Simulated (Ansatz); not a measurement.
## Sc: transverse stress against strain

Sc (hcp, P6_3/mmc, 23.715 Å³/atom at rest, c along z) under a strain ε along a direction in the basal plane (axis x), the other axes held. PBEsol in Ansatz, a plane-wave DFT program (PAW, default set), 420 eV, 20×20×12 Γ-centred mesh, Fermi-Dirac smearing 0.10 eV; ions are relaxed within the symmetry of each cell. Stress is positive for a compressed cell.

Here s stands for strain and y for stress zz.

```
strain (%)  stress zz (GPa)
----------  ---------------
-1.50                  0.47
-1.00                  0.31
-0.50                  0.15
0.00                   0.00
0.50                  -0.15
1.00                  -0.29
1.50                  -0.43
3.00                      ?
```

Taking a straight line for y over the 7 complete rows: Means: s 0, y 0.009. About the means, the sum of products is -2.1000 and the sum of squares of s is 7.0000; the slope is their ratio. Least squares gives y = 0.009 - 0.3000·s. Residuals (row less fit): 0.011, 0.001, -0.009, -0.009, -0.009, 0.001, 0.011; standard error 0.010 (degrees of freedom: 5). The slope gives the elastic constant C13 = 30 ± 0.4 GPa.

**Question.** Estimate the missing y (s = 3.00); what did the run itself give?

**Answer.** y = 0.009 - 0.3000 × 3.0 = -0.891 GPa. The calculation gives -0.84 GPa, 0.051 GPa above the prediction (3.9 % of the range of y in the table). The row lies outside the fitted rows, so this is an extrapolation. From the scatter of the fitted rows alone, a prediction at this place has a standard error of 0.015 GPa, so the miss is 3.4 times that.

One order more, fitted to all 13 runs of the series, follows each within 0.01, so the miss is the next term of a smooth law. In a metal these values are sensitive to mesh and smearing; energies are taken to zero smearing, stresses follow the free energy. Rows are the converged runs of the series near zero and its far end; series whose fitted rows scatter by over a few per cent of the range, as at a crossing or softening among them, aren't shown in this form. Most that stay on the fit to the last digits aren't either.
